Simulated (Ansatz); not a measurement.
BaHfO3, response to strain

Consider BaHfO$_{3}$ in the cubic perovskite structure (space group Pm-3m, No. 221; a = 4.206 Å).

Strains are applied to the cell and any free atomic positions relax.

Calculations: Ansatz (a quantum-chemistry and plane-wave program), PBE, PAW, cutoff 420 eV, spin-orbit coupling left out.

```csv
isotropic strain (%),pressure (GPa)
0,0.0
0.6,-2.7
1.2,?
1.8,-7.4
2.4,-9.4
3,-11.3
```

Task: Fit P = P₀ − Bδ + Cδ² with δ = (1 + ε)³ − 1 to the rows shown and predict the withheld row.

Result: Least squares on the printed values gives P₀ = 0.0 GPa, B = 153 GPa, C = 336 GPa (largest residual 0.0 GPa); this predicts -5.1 GPa, and the run gives -5.1 GPa, in agreement.

No phonon test of stability was made.
